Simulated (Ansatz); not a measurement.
The starting structures come from a database of crystals and need not be the phases stable at ambient conditions.

The decay constant κ of evanescent states in the gap governs leakage through a thin film.

Data:

```yaml
crystal:
  lattice:
    - [6.90131, -0.00209, 0.00008]
    - [-3.44636, 6.01506, 0.03447]
    - [-3.44859, 1.88601, 5.72847]
  atoms:
    - { symbol: Ga, position: [0.34075, 0.91466, 0.76698] }
    - { symbol: Ga, position: [0.65925, 0.08534, 0.23302] }
    - { symbol: Cl, position: [0.73858, 0.00019, 0.99974] }
    - { symbol: Cl, position: [0.26142, 0.99981, 0.00026] }
    - { symbol: Cl, position: [0.69109, 0.81588, 0.56583] }
    - { symbol: Cl, position: [0.30891, 0.18412, 0.43417] }
    - { symbol: Cl, position: [0.82340, 0.44737, 0.19990] }
    - { symbol: Cl, position: [0.17660, 0.55263, 0.80010] }
```

Space group of this cell: P-1. The cell was relaxed by PBE-D3(BJ); by PBEsol its mean pressure is -0.6 GPa.

Transport runs along the normal of the first two printed cell vectors.

The gap is the functional's own. No spin-orbit coupling. Mid-gap values are interpolated on the energy grid.

State the band gap and the smallest decay constant κ at mid-gap according to PBEsol (Ansatz, a program for electronic structure).

Gap 3.91 eV on a 6×6×6 mesh; κ = 0.360 1/Å, at the zone centre.
